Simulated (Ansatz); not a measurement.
Results of BLYP (Ansatz, a first-principles code, PAW) for CsCl-type CoAl.

Settings: plane-wave cutoff 520 eV, 22×22×22 k mesh, Fermi–Dirac smearing 0.04 eV (set by the program), no spin polarisation, scalar-relativistic PAW data made under PBE.

Computed at the level's own relaxed cell.

Hill averages of the elastic tensor: K = 163.4 GPa, G = 96.1 GPa. Volume 11.917 Å³/atom, mean atomic mass 42.957 u.

Question: Work out the density, the sound velocities of a polycrystal and the elastic Debye temperature, and Pugh's ratio at this level.

Answer: ρ = 1.66054 × 42.957/11.917 = 5.986 g/cm³. v_l = √[(K + 4G/3)/ρ] = 6.979 km/s and v_t = √(G/ρ) = 4.007 km/s. The mean follows from 3/v_m³ = 1/v_l³ + 2/v_t³: v_m = 4.451 km/s. Θ_D = (ħ/k_B) v_m (6π²/V)^(1/3) = 76.38 K Å s/km × 4.451 × 1.7065 Å⁻¹ = 580 K, counting all atoms of the cell. K/G = 1.70, to be set beside Pugh's rough bound of 1.75 between brittle and ductile metals.
